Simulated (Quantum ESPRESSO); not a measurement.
Worked example: self-consistent single point of CoSn2 (I4/mcm, 6 atoms in the cell) in Quantum ESPRESSO.

Method of the run: vdW-DF-cx, PSlibrary PAW (PBE) pseudopotentials (plane waves; Quantum ESPRESSO).

```
CELL_PARAMETERS angstrom
      3.15223    -3.15223     2.72526
      3.15223     3.15223     2.72526
     -3.15223    -3.15223     2.72526
ATOMIC_POSITIONS crystal
  Co 0.00000 0.25000 0.25000
  Co 0.00000 0.75000 0.75000
  Sn 0.50000 0.33337 0.16663
  Sn 0.50000 0.66663 0.83337
  Sn 0.83326 0.83337 0.33337
  Sn 0.16674 0.16663 0.66663
```

Reference input (self-consistent single point, DFT, PBEsol, plane waves, PSlibrary PAW (PBE) pseudopotentials): ecutwfc = 55 Ry; ecutrho = 330 Ry; occupations = smearing; smearing = marzari-vanderbilt; degauss = 0.0036749 Ry; input_dft = pbesol; potentials = {Co: Co.pbe-n-kjpaw_psl.1.0.0.UPF, Sn: Sn.pbe-dn-kjpaw_psl.1.0.0.UPF}; K_POINTS = automatic 5 5 5 0 0 0; conv_thr = 1e-10 Ry; mixing_beta = 0.5. This run's input differs from it in these lines:

```diff
@@ -19,3 +19,3 @@
   degauss = 0.0036749,
-  input_dft = 'pbesol',
+  input_dft = 'vdw-df-cx',
 /
```

Output, abridged:

```
     Self-consistent Calculation

     iteration #  1     ecut=    55.00 Ry     beta= 0.50

     total energy              =   -2069.89366181 Ry
     estimated scf accuracy    <       3.95014964 Ry

     iteration #  2     ecut=    55.00 Ry     beta= 0.50

     total energy              =   -2067.82313829 Ry
     estimated scf accuracy    <      70.65065926 Ry

     iteration #  3     ecut=    55.00 Ry     beta= 0.50

     total energy              =   -2072.38948875 Ry
     estimated scf accuracy    <       0.12665135 Ry

   [... 18 blocks of this kind left out ...]

     iteration # 22     ecut=    55.00 Ry     beta= 0.50

     total energy              =   -2072.37960272 Ry
     estimated scf accuracy    <          2.6E-10 Ry

     iteration # 23     ecut=    55.00 Ry     beta= 0.50
     End of self-consistent calculation

     the Fermi energy is    14.1685 ev

!    total energy              =   -2072.37960272 Ry
     estimated scf accuracy    <          2.7E-11 Ry
     smearing contrib. (-TS)   =       0.00001512 Ry
     internal energy E=F+TS    =   -2072.37961783 Ry

     convergence has been achieved in  23 iterations

     Forces acting on atoms (cartesian axes, Ry/au):

     atom    1 type  1   force =     0.00000000   -0.00000000   -0.00000000
     atom    2 type  1   force =    -0.00000000    0.00000000    0.00000000
     atom    3 type  2   force =     0.00012690    0.00012690    0.00000000
     atom    4 type  2   force =    -0.00012690   -0.00012690    0.00000000
     atom    5 type  2   force =    -0.00012690    0.00012690   -0.00000000
     atom    6 type  2   force =     0.00012690   -0.00012690   -0.00000000

     Total force =     0.000359     Total SCF correction =     0.000005

          total   stress  (Ry/bohr**3)                   (kbar)     P=      -26.12
  -0.00012713   0.00000000   0.00000000          -18.70        0.00        0.00
   0.00000000  -0.00012713  -0.00000000            0.00      -18.70       -0.00
   0.00000000  -0.00000000  -0.00027837            0.00       -0.00      -40.95

   JOB DONE.
```

The run converged in 23 iterations. Against the reference run the pressure goes from -3.42 to -2.61 GPa and the largest force goes from 0.022 to 0.005 eV/Å.

The starting cell comes from a database of computed structures (which also holds hypothetical and non-ambient phases and stackings), without a prior relaxation at this level. Spin polarisation is off.

Cost on one core of a shared machine: roughly 6 min.
